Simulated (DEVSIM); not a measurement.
# abrupt GaAs n-p junction

Device: abrupt GaAs n-p junction, at 250 K.

| layer (left to right) | material | thickness (μm) | Nd (cm⁻³) | Na (cm⁻³) | τn (s) | τp (s) |
|---|---|---|---|---|---|---|
| 1 | GaAs | 0.370 | 2.9e15 | - | 1e-9 | 1e-9 |
| 2 | GaAs | 36.0 | - | 1.2e15 | 1e-9 | 1e-9 |

Left contact: ohmic. Right contact: ohmic. Voltage is applied to the left contact. Recombination: SRH at mid-gap, radiative. Mobility is μmin + (μ − μmin)/(1 + (N/Nref)^α).

Constants are typed, rounded textbook-type inputs, not results; the design itself was drawn at random and stands for no fabricated device. Values at 300 K; Nc and Nv go as T^1.5, mobilities as T to minus their exponent, the gap by Varshni's rule with the affinity fixed.

| parameter | GaAs |
|---|---|
| gap (eV) | 1.424 |
| affinity (eV) | 4.07 |
| permittivity | 12.9 |
| Nc (cm⁻³) | 4.7e17 |
| Nv (cm⁻³) | 9e18 |
| μn (cm²/Vs) | 8500 |
| μp (cm²/Vs) | 400 |
| μn,min | 500 |
| μp,min | 20 |
| Nref,n | 6e16 |
| Nref,p | 1.5e17 |
| αn | 0.39 |
| αp | 0.38 |
| T exponent of μn | 2.1 |
| T exponent of μp | 2.2 |
| B (cm³/s) | 2e-10 |
| Varshni α (eV/K) | 0.000541 |
| Varshni β (K) | 204 |

Simulated with DEVSIM: 1D drift-diffusion, Boltzmann statistics, complete ionisation; no tunnelling, impact ionisation, image-force lowering or self-heating.

| Item | Value |
|---|---|
| Potential step across the device at zero bias | 1.156 V |
| Largest field in the device at zero bias | 16000 V/cm |
| Dark forward voltage at 1 A/cm² | 1.064 V |

Dark forward current:

(V (V), J (A/cm²)): (-0.05, -4.1e-12); (-0.10, -1.7e-11); (-0.20, -1.9e-10); (-0.25, -6.3e-10); (-0.30, -2.1e-9); (-0.40, -2.2e-8); (-0.45, -7.5e-8); (-0.55, -8.3e-7); (-0.60, -2.8e-6); (-0.65, -9.4e-6); (-0.75, -0.00011); (-0.80, -0.00040); (-0.85, -0.0016); (-0.95, -0.039); (-1.00, -0.22); (-1.10, -1.8); (-1.15, -3.1); (-1.20, -4.5); (-1.30, -7.7); (-1.35, -9.5); (-1.40, -11); (-1.50, -16); (-1.55, -18); (-1.65, -23); (-1.70, -26); (-1.75, -28); (-1.85, -34); (-1.90, -38)
